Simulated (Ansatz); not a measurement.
# ScAl₃ in the Cu3Au type structure (space group Pm-3m, No. 221)

```cif
data_Al3Sc
_chemical_formula_sum 'Al3 Sc1'
_space_group_name_H-M_alt 'Pm-3m'
_space_group_IT_number 221
_space_group_name_Hall '-P 4 2 3'
_cell_length_a 4.08581
_cell_length_b 4.08581
_cell_length_c 4.08581
_cell_angle_alpha 90.000
_cell_angle_beta 90.000
_cell_angle_gamma 90.000
loop_
_atom_site_label
_atom_site_type_symbol
_atom_site_symmetry_multiplicity
_atom_site_Wyckoff_symbol
_atom_site_fract_x
_atom_site_fract_y
_atom_site_fract_z
_atom_site_occupancy
Al1 Al 3 c 0.00000 0.50000 0.50000 1
Sc1 Sc 1 a 0.00000 0.00000 0.00000 1
```

Method: Ansatz (a program for electronic structure), r2SCAN, PAW, cutoff 500 eV, spin-orbit coupling left out. Γ-centred 11×11×11 mesh, Fermi–Dirac width 0.05 eV.

* **Volume per atom**: 17.05 Å³
* **Density**: 3.07 g/cm³
* **Band gap**: zero
* **Total energy**: -940.942 eV/atom (σ→0; compares only within this code and set-up)

Whether these cells are dynamically stable was not tested. All final runs are without spin polarisation.
